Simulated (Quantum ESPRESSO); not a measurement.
# Several settings converged on WC (P3m1, 2 atoms in the cell)

```
WC
1.0
    2.92455     0.00000     0.00000
   -1.46227     2.53274     0.00000
    0.00000     0.00000     2.85420
W C
1 1
Direct
  0.00000   0.00000   0.01752
  0.33333   0.66667   0.50000
```

Base method: LDA (PZ), PSlibrary ultrasoft (LDA) pseudopotentials (plane waves; Quantum ESPRESSO).

Base settings: ecutwfc = 55 Ry; ecutrho = 495 Ry; occupations = smearing; smearing = gaussian; degauss = 0.0073499 Ry; potentials = {W: W.pz-spn-rrkjus_psl.1.0.0.UPF, C: C.pz-n-rrkjus_psl.1.0.0.UPF}; K_POINTS = automatic 8 8 7 0 0 0; conv_thr = 1e-11 Ry; mixing_beta = 0.3.

The count of work is k-points × plane waves × bands × iterations; it is no time. Core times come from one kind of shared machine, to one figure; runs under 30 s give none.

**The k-point mesh**

Only quantities that move along the ladder and can be compared are tabulated.

| K_POINTS | free energy less the last step's (meV/atom) | pressure (GPa) | largest difference of a force vector from the last step's (eV/Å) | count of work / last |
|---|---|---|---|---|
| automatic 2 2 2 0 0 0 | 445.10 | -13.33 | 0.622 | 0.0083 |
| automatic 3 3 3 0 0 0 | 152.83 | -13.05 | 0.145 | 0.013 |
| automatic 4 4 4 0 0 0 | 27.14 | -17.39 | 0.112 | 0.025 |
| automatic 5 5 5 0 0 0 | 4.43 | -17.69 | 0.109 | 0.036 |
| automatic 6 6 6 0 0 0 | 1.84 | -17.95 | 0.014 | 0.065 |
| automatic 7 7 7 0 0 0 | 2.91 | -17.63 | 0.004 | 0.084 |
| automatic 8 8 7 0 0 0 | -1.80 | -18.04 | 0.008 | 0.11 |
| automatic 10 10 9 0 0 0 | -1.85 | -17.95 | 0.002 | 0.20 |
| automatic 18 18 16 0 0 0 | 0.00 | -17.99 | 0.000 | 1.0 |

Coarsest K_POINTS that holds the free energy within 5 meV/atom of the last step, with all finer ones: automatic 5 5 5 0 0 0, at 0.036 of the last step's count of work; the step before is off by 27 meV/atom.

Coarsest K_POINTS that holds the forces within 0.01 eV/Å of the last step, with all finer ones: automatic 7 7 7 0 0 0, at 0.084 of the last step's count of work; the step before is off by 0.014 eV/Å.

Coarsest K_POINTS that holds the pressure within 0.2 GPa of the last step, with all finer ones: automatic 8 8 7 0 0 0, at 0.11 of the last step's count of work; the step before is off by 0.36 GPa.

**The k-point mesh at a smearing width of 0.3 eV**

In this ladder: degauss = 0.02205 Ry.

Only quantities that move along the ladder and can be compared are tabulated.

| K_POINTS | free energy less the last step's (meV/atom) | pressure (GPa) | largest difference of a force vector from the last step's (eV/Å) | count of work / last | core time / last (rough) |
|---|---|---|---|---|---|
| automatic 5 5 4 0 0 0 | 21.78 | -17.37 | 0.145 | 0.013 | – |
| automatic 6 6 5 0 0 0 | 0.88 | -17.94 | 0.039 | 0.021 | – |
| automatic 7 7 6 0 0 0 | 3.34 | -17.64 | 0.009 | 0.031 | – |
| automatic 10 10 9 0 0 0 | -0.93 | -17.95 | 0.006 | 0.078 | 0.1 |
| automatic 14 14 13 0 0 0 | -0.08 | -17.95 | 0.003 | 0.20 | 0.2 |
| automatic 21 21 18 0 0 0 | -0.01 | -17.95 | 0.000 | 0.60 | 0.5 |
| automatic 25 25 22 0 0 0 | 0.00 | -17.95 | 0.000 | 1.0 | 1 |

Coarsest K_POINTS that holds the forces within 0.02 eV/Å of the last step, with all finer ones: automatic 7 7 6 0 0 0, at 0.031 of the last step's count of work; the step before is off by 0.039 eV/Å.

Coarsest K_POINTS that holds the pressure within 0.1 GPa of the last step, with all finer ones: automatic 10 10 9 0 0 0, at 0.078 of the last step's count of work and about 0.1 of the last step's time; the step before is off by 0.31 GPa.

Coarsest K_POINTS that holds the free energy within 2 meV/atom of the last step, with all finer ones: automatic 10 10 9 0 0 0, at 0.078 of the last step's count of work and about 0.1 of the last step's time; the step before is off by 3.3 meV/atom.

**The width of cold smearing**

In this ladder: smearing = marzari-vanderbilt; K_POINTS = automatic 13 13 12 0 0 0.

Narrow widths need finer meshes than wide ones, so the last steps can hold mesh noise.

Only quantities that move along the ladder and can be compared are tabulated; pressure and forces are left out, as mesh noise rules them at narrow widths.

```csv
degauss,free energy less the last step's (meV/atom)
0.036749 Ry,6.44
0.02205 Ry,0.94
0.0147 Ry,-0.09
0.0073499 Ry,0.00
```

Widest degauss that holds the free energy within 0.5 meV/atom of the last step, with all finer ones: 0.0147 Ry; the step before is off by 0.94 meV/atom.

On the base run: the starting cell has typed, rounded lattice constants, without a prior relaxation at this level. Its lattice was rescaled by up to half a per cent. One atom was moved a little off its site on purpose. Spin polarisation is off. In the base run, with a pressure of about -18 GPa the cell is away from its equilibrium volume at this level.

Left out of this page: 2 runs of the series outside the window shown, repeating another row's setting, or not comparable; 1 run of the series unsound by tests on forces, stress, charge or solver warnings.
